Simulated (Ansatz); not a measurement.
```xyz
16
Lattice="0.0001 4.5213 4.5213 4.5213 0.0001 4.5213 4.5213 4.5213 0.0001" Properties=species:S:1:pos:R:3 pbc="T T T"
Zr     0.0000     0.0000     0.0000
Ta     2.2606     2.2606     0.0001
Ta     2.2606     0.0001     2.2606
Zr     4.5213     2.2607     2.2607
Zr     0.0001     2.2606     2.2606
Zr     2.2607     4.5213     2.2607
Zr     2.2607     2.2607     4.5213
Ta     4.5214     4.5214     4.5214
N      2.2601     2.2217     2.2217
N      4.5603     4.5219     2.2997
N      4.5603     2.2997     4.5219
N      6.7432     4.4826     4.4826
N      2.2996     4.5602     4.5602
N      4.4824     6.7430     4.5208
N      4.4824     4.5208     6.7430
N      6.7827     6.8210     6.8210
```

The mixing enthalpy is taken against the end members in the rock salt type (which need not be the stable form of TaN), relaxed in the same cell and mesh, with TaN held in the symmetric form, which may not be a minimum.

Calculation: PBE (plane waves to 420 eV, PAW; Ansatz, a first-principles code). Spin–orbit coupling is left out; the runs are not spin-polarised. Its k-point mesh 5×5×5, Fermi–Dirac width 0.05 eV.

Q: Give the composition and order of this alloy cell, and its volume, bond lengths and mixing enthalpy.

A: A 16-atom cell of (Zr,Ta)N started in the rock salt structure, site fractions Zr 0.625, Ta 0.375, short-range order -0.07 in the first shell of the mixed sites (0 is random, a negative value favours unlike neighbours), space group R-3m at the end, an ordered arrangement that its symmetry holds.
| Property | Result |
|---|---|
| volume per atom | 11.55 Å³ |
| N–Zr bonds | 2.284 Å on average, from 2.261 to 2.300 (30) |
| N–Ta bonds | 2.222 Å on average, from 2.222 to 2.222 (18) |
| mixing enthalpy per site of the mixed sublattice | -32 meV |
| departure of the mean lattice parameter from Vegard's line | -0.2 % |
